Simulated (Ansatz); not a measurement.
Results of PBEsol (plane waves, PAW; Ansatz, a program for electronic structure) for ScBeNO (model structure, started from the LaZnOP type, P4/nmm, No. 129, 8 atoms in the cell).

Settings: plane-wave cutoff 520 eV, 10×10×6 k mesh (along the axes of the cell as run), Fermi–Dirac smearing 0.01 eV, scalar-relativistic PAW data made under PBE.

Cell (relaxed at this level):

```xyz
8
Lattice="3.3225 0.0000 0.0000 0.0000 3.3225 0.0000 0.0000 0.0000 6.8156" Properties=species:S:1:pos:R:3 pbc="T T T"
Sc     0.0000     1.6612     5.7025
Sc     1.6612     0.0000     1.1130
Be     0.0000     0.0000     3.4078
Be     1.6612     1.6612     3.4078
N      1.6612     0.0000     4.1474
N      0.0000     1.6612     2.6681
O      1.6612     1.6612     0.0000
O      0.0000     0.0000     0.0000
```

Question: Predict the band gap, smallest direct gap on the k points sampled and direct gap at Γ.

Answer: 
* **band gap**: 2.80 eV (indirect)
* **smallest direct gap on the k points sampled**: 3.18 eV
* **direct gap at Γ**: 3.86 eV

Note: the relaxation could raise the start's symmetry but not lower it, so the cell can be a saddle point.

The computed numbers hold no vibrational or temperature effects.

It cost around 30 core-seconds (rough) of CPU time.

A model structure was made by putting elements into a prototype or built by hand; it is no filed structure, need not be a known phase, and can be a saddle point held by its symmetry.
